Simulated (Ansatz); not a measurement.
Calculation: PBE (plane waves to 420 eV, PAW; Ansatz, a program for electronic structure).

Planar average of the electrostatic potential across the slab, in eV from the Fermi level, for CO on the 1x1 (110) surface of bcc W, one in a 2x2 cell, started at the site 'bridge W-W (span 3.2 Å)':

(z (Å), V (eV)): (5.20, 4.83); (5.49, 4.83); (5.78, 4.82); (6.07, 4.82); (6.36, 4.81); (6.64, 4.79); (6.93, 4.74); (7.22, 4.65); (7.51, 4.46); (7.80, 4.08); (8.09, 3.32); (8.38, 1.84); (8.67, -1.10); (8.96, -7.22); (9.24, -15.18); (9.53, -20.64); (9.82, -21.00); (10.11, -16.16); (10.40, -8.62); (10.69, -3.58); (10.98, -4.78); (11.27, -11.52); (11.56, -18.74); (11.84, -22.00); (12.13, -19.68); (12.42, -12.88); (12.71, -5.46); (13.00, -2.60); (13.29, -5.48); (13.58, -12.89); (13.87, -19.67); (14.16, -21.97); (14.44, -18.71); (14.73, -11.48); (15.02, -4.68); (15.31, -3.30); (15.60, -8.07); (15.89, -15.71); (16.18, -20.91); (16.47, -21.00); (16.76, -15.93); (17.04, -8.28); (17.33, -2.96); (17.62, -1.23); (17.91, 0.25); (18.20, 2.31); (18.49, 3.07); (18.78, 2.78); (19.07, 3.03); (19.36, 4.13); (19.64, 5.41); (19.93, 5.80); (20.22, 5.91); (20.51, 5.95); (20.80, 5.96); (21.09, 5.96); (21.38, 5.96); (21.67, 5.96); (21.96, 5.97); (22.24, 5.97); (22.53, 5.97); (22.82, 5.97); (23.11, 5.97); (23.40, 5.97)

Set-up: 18 atoms, 6.6 Å thick at the start under the adsorbate (thin: gaps and levels are the slab's own); mesh 6x6x1; 0.1 eV smearing; dipole correction on; 8 atoms held, the rest relaxed; held to the start's symmetry, so lower structures may exist; no spin, no spin-orbit, no U, no dispersion correction. At the end it is bonded to 4 W. In PBE it is, or lies within 0.03 eV of, the lowest of the starts that converged.

Problem. The surface cell has an area of 28.68 Å². What dipole along the normal does the step between the two vacuum levels imply?

Solution. the top vacuum level lies 1.14 eV above the bottom one; p = −ε₀ A ΔV (ε₀ = 0.005526 e/(V·Å)) gives -0.18 e·Å a cell.
